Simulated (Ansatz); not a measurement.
Ce in the fcc (Cu type) structure (space group Fm-3m, No. 225)

```cif
data_Ce
_chemical_formula_sum 'Ce1'
_space_group_name_H-M_alt 'P 1'
_space_group_IT_number 1
_cell_length_a 3.23983
_cell_length_b 3.23983
_cell_length_c 3.23983
_cell_angle_alpha 60.000
_cell_angle_beta 60.000
_cell_angle_gamma 60.000
loop_
_space_group_symop_operation_xyz
  'x, y, z'
loop_
_atom_site_label
_atom_site_type_symbol
_atom_site_fract_x
_atom_site_fract_y
_atom_site_fract_z
_atom_site_occupancy
Ce1 Ce 0.00000 0.00000 0.00000 1
```

Calculations: PBEsol (Ansatz, an electronic-structure program), no spin-orbit coupling, earlier PAW set. Γ-centred 17×17×17 mesh, Fermi–Dirac width 0.05 eV.

```json
{
 "volume_per_atom": "24.05 Å³",
 "density": "9.68 g/cm³",
 "band_gap": "zero",
 "total_energy": "-6485.048 eV/atom (σ→0; compares only within this code and set-up)"
}
```

Open 4f shells without U are poorly described, and the f state was not checked. Stability against distortions was not tested. Starting moments died away, wholly or in part, for the base; another magnetic solution may exist. The final runs are not spin-polarised.
